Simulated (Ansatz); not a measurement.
Consider MoS$_{2}$ in the fluorite structure (space group Fm-3m, No. 225; a = 5.9458 Å; ferromagnetic; a hypothetical phase, not in the database extracts checked; relaxed with 0.1 eV smearing). Axes: x, y, z lie along the cube axes.

(Cell as relaxed with PBE.)

Levels (all Ansatz, an electronic-structure program, PAW): PBE (420 eV, no spin-orbit coupling); PBEsol (420 eV, no spin-orbit coupling).

Each level relaxes its own structure.

```
base                      PBE    PBEsol
-------------------  --------  --------
volume per atom      17.52 Å³  16.64 Å³
lattice parameter a   5.946 Å   5.845 Å
band gap                 zero      zero
largest site moment   1.35 μB   1.08 μB
```

Now apply this change: tensile biaxial strain of 1.41 % in the plane normal to [001], as in epitaxy on a mismatched substrate; the out-of-plane cell vector and the atoms relax.

| quantity | PBE | PBEsol |
|---|---|---|
| energy relative to the base (free energy F) | +5.1 meV/atom | [?] |
| out-of-plane strain | -0.92 % | [?] |
| largest site moment | 1.39 μB | [?] |

### Question
Given the PBE results, estimate those of PBEsol.

### Answer

- energy relative to the base (free energy F), PBEsol: +4.4 meV/atom
- out-of-plane strain, PBEsol: -1.16 %
- largest site moment, PBEsol: 1.14 μB

PBE's energy relative to the base lies 0.7 meV/atom above PBEsol's; PBE's out-of-plane strain lies 0.24 % above PBEsol's; PBE's largest site moment lies 0.25 μB above PBEsol's. Neither level is exact; PBEsol is the comparison here, not a measurement.

Other magnetic orders, which the real material may have, were not ruled out. No phonon test of stability was made.
